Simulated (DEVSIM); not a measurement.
Device: Ge n+/n-/n+ resistor, at 350 K.

```
layer (left to right)  material  thickness (μm)  Nd (cm⁻³)  τn (s)  τp (s)
---------------------  --------  --------------  ---------  ------  ------
1                            Ge           0.170     1.8e18  4.2e-5  4.2e-5
2                            Ge           0.440     8.7e12  4.2e-5  0.0013
3                            Ge           0.120     2.2e17  4.2e-5  4.2e-5
```

Left contact: ohmic. Right contact: ohmic. Voltage is applied to the left contact. Recombination: SRH at mid-gap, radiative, Auger. Mobility is constant in doping.

Constants are typed, rounded textbook-type inputs, not results; the design itself was drawn at random and stands for no fabricated device. Values at 300 K; Nc and Nv go as T^1.5, mobilities as T to minus their exponent, the gap by Varshni's rule with the affinity fixed.

```tsv
parameter	Ge
gap (eV)	0.664
affinity (eV)	4
permittivity	16
Nc (cm⁻³)	1.04e19
Nv (cm⁻³)	6e18
μn (cm²/Vs)	3900
μp (cm²/Vs)	1900
T exponent of μn	1.66
T exponent of μp	2.33
B (cm³/s)	6.4e-14
Cn (cm⁶/s)	1e-31
Cp (cm⁶/s)	1e-31
Varshni α (eV/K)	0.000477
Varshni β (K)	235
```

Model (solved in DEVSIM): 1D drift-diffusion, Boltzmann statistics, complete ionisation; no tunnelling, impact ionisation, image-force lowering or self-heating.

Problem. Tabulate band edges, carrier densities and field at 1.15 V on the left contact.

Solution. Energies count from the Fermi level of the right contact; mesh points crowd at the junctions.

```csv
x (μm),Ec (eV),Ev (eV),n (cm⁻³),p (cm⁻³),field (V/cm)
0.000,-1.090,-1.734,1.8e18,2.9e10,140
0.01414,-1.090,-1.734,1.8e18,2.7e10,140
0.03618,-1.090,-1.734,1.8e18,2.3e10,140
0.06538,-1.089,-1.734,1.8e18,1.8e10,140
0.1149,-1.089,-1.733,1.8e18,9.4e9,140
0.1411,-1.088,-1.732,1.8e18,4.7e9,200
0.1609,-1.084,-1.728,1.6e18,1.5e9,10000
0.1778,-1.004,-1.648,1.1e17,1.1e9,53000
0.1988,-0.906,-1.550,9.6e15,1.2e9,44000
0.2293,-0.775,-1.419,5.8e15,1.3e9,42000
0.2814,-0.567,-1.211,6.3e15,1.4e9,38000
0.3900,-0.196,-0.840,8.0e15,1.9e9,30000
0.4829,0.037,-0.607,1.1e16,1.8e10,20000
0.5373,0.124,-0.520,1.7e16,2.7e11,11000
0.5832,0.152,-0.492,3.4e16,6.9e11,-580
0.6022,0.143,-0.502,6.7e16,5.0e11,-11000
0.6164,0.123,-0.521,1.4e17,2.6e11,-9800
0.6322,0.116,-0.529,2.0e17,2.0e11,-1700
0.6642,0.116,-0.528,2.2e17,2.0e11,960
0.6897,0.119,-0.526,2.2e17,2.1e11,1100
0.7101,0.121,-0.523,2.2e17,2.2e11,1100
0.7300,0.123,-0.521,2.2e17,2.4e11,1100
```
